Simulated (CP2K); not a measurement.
Input and output of a self-consistent single point for TiO2 (Pnma, 12 atoms in the cell) (CP2K).

Level of theory: CP2K with SCAN, GPW, DZVP-MOLOPT-SR-GTH basis, GTH-PBE potentials (GTH_POTENTIALS).

```yaml
crystal:
  lattice:
    - [5.72007, 0.00000, 0.00000]
    - [0.00000, 3.70675, 0.00000]
    - [0.00000, 0.00000, 8.71133]
  atoms:
    - { symbol: Ti, position: [0.92085, 0.25000, 0.36824] }
    - { symbol: Ti, position: [0.07915, 0.75000, 0.63176] }
    - { symbol: Ti, position: [0.57915, 0.75000, 0.86824] }
    - { symbol: Ti, position: [0.42085, 0.25000, 0.13176] }
    - { symbol: O, position: [0.90795, 0.75000, 0.43200] }
    - { symbol: O, position: [0.09205, 0.25000, 0.56800] }
    - { symbol: O, position: [0.59205, 0.25000, 0.93200] }
    - { symbol: O, position: [0.40795, 0.75000, 0.06800] }
    - { symbol: O, position: [0.12019, 0.25000, 0.21309] }
    - { symbol: O, position: [0.87981, 0.75000, 0.78691] }
    - { symbol: O, position: [0.37981, 0.75000, 0.71309] }
    - { symbol: O, position: [0.62019, 0.25000, 0.28691] }
```

Reference input (self-consistent single point, DFT LDA (Pade form), GPW, DZVP-MOLOPT-SR-GTH basis, GTH-PADE potentials (GTH_POTENTIALS)): CUTOFF = 600 Ry; REL_CUTOFF = 60 Ry; KPOINTS/SCHEME = MONKHORST-PACK 4 5 3; GAMMA_CENTERED = T; XC_FUNCTIONAL = PADE; Ti/BASIS_SET = DZVP-MOLOPT-SR-GTH; Ti/POTENTIAL = GTH-PADE-q12; O/BASIS_SET = DZVP-MOLOPT-SR-GTH; O/POTENTIAL = GTH-PADE-q6; METHOD = GPW; EPS_DEFAULT = 1e-11; NGRIDS = 5. This run's input differs from it in these lines:

```diff
@@ -16,3 +16,3 @@
     &MGRID
-      CUTOFF 600
+      CUTOFF 800
       REL_CUTOFF 60
@@ -39,3 +39,7 @@
     &XC
-      &XC_FUNCTIONAL PADE
+      &XC_FUNCTIONAL
+        &MGGA_X_SCAN
+        &END MGGA_X_SCAN
+        &MGGA_C_SCAN
+        &END MGGA_C_SCAN
       &END XC_FUNCTIONAL
@@ -81,3 +85,3 @@
       BASIS_SET DZVP-MOLOPT-SR-GTH
-      POTENTIAL GTH-PADE-q12
+      POTENTIAL GTH-PBE-q12
     &END KIND
@@ -85,3 +89,3 @@
       BASIS_SET DZVP-MOLOPT-SR-GTH
-      POTENTIAL GTH-PADE-q6
+      POTENTIAL GTH-PBE-q6
     &END KIND
```

Output, abridged:

```
 SCF WAVEFUNCTION OPTIMIZATION

  Step     Update method      Time    Convergence         Total energy    Change
     1 NoMix/Diag. 0.40E+00      -     2.04036313      -361.8898375842 -3.62E+02
     2 Broy./Diag. 0.40E+00      -     0.53848063      -355.6736395499  6.22E+00
     3 Broy./Diag. 0.40E+00      -     0.20050923      -362.3846174513 -6.71E+00
     4 Broy./Diag. 0.40E+00      -     0.05036569      -362.0982623048  2.86E-01
     5 Broy./Diag. 0.40E+00      -     0.00707649      -361.8412156650  2.57E-01
     6 Broy./Diag. 0.40E+00      -     0.00912847      -361.8537411467 -1.25E-02
     7 Broy./Diag. 0.40E+00      -     0.00115209      -361.8238856988  2.99E-02
     8 Broy./Diag. 0.40E+00      -     0.00045993      -361.8397626462 -1.59E-02
     9 Broy./Diag. 0.40E+00      -     0.00017834      -361.8395718745  1.91E-04
    10 Broy./Diag. 0.40E+00      -     0.00009341      -361.8384373644  1.13E-03
    11 Broy./Diag. 0.40E+00      -     0.00001749      -361.8391329123 -6.96E-04
    12 Broy./Diag. 0.40E+00      -     0.00000612      -361.8392177459 -8.48E-05
    13 Broy./Diag. 0.40E+00      -     0.00000136      -361.8392217977 -4.05E-06
    14 Broy./Diag. 0.40E+00      -     0.00000015      -361.8392073932  1.44E-05
  *** SCF run converged in    14 steps ***

  Overlap energy of the core charge distribution:               0.00000000001291
  Self energy of the core charge distribution:               -759.80597258397472
  Core Hamiltonian energy:                                    202.20266576990997
  Hartree energy:                                             253.19312447875524
  Exchange-correlation energy:                                -57.42902505789162

  Total energy:                                              -361.83920739318825

 ENERGY| Total FORCE_EVAL ( QS ) energy [hartree]           -361.839208846822544

 FORCES| Atomic forces [hartree/bohr]
 FORCES|   Atom     x               y               z               |f|
 FORCES|      1  2.61295689E-03 -8.01868447E-11  2.83881682E-03   3.85829297E-03
   [... lines left out ...]

 STRESS| Analytical stress tensor [bar]
 STRESS|                        x                   y                   z
 STRESS|      x       -1.60281876153E+04  -2.50289512820E-07   3.18086419593E-08
 STRESS|      y       -2.50289512820E-07  -3.40769355614E+03  -1.24083892969E-08
 STRESS|      z        3.18086419593E-08  -1.24083892969E-08  -1.13559888749E+04
 STRESS| 1/3 Trace                                            -1.02639566821E+04
```

The run converged in 14 iterations. Against the reference run the pressure goes from -5.65 to -1.03 GPa, the largest force goes from 0.281 to 0.198 eV/Å and the gap on the mesh goes from 3.031 to 3.645 eV.

The starting cell comes from a database of computed structures (which also holds hypothetical and non-ambient phases and stackings), without a prior relaxation at this level. Values carry the incompleteness of an atom-centred basis. The potentials were made for another functional than the one used.

Cost on one core of a shared machine: roughly 5 min.
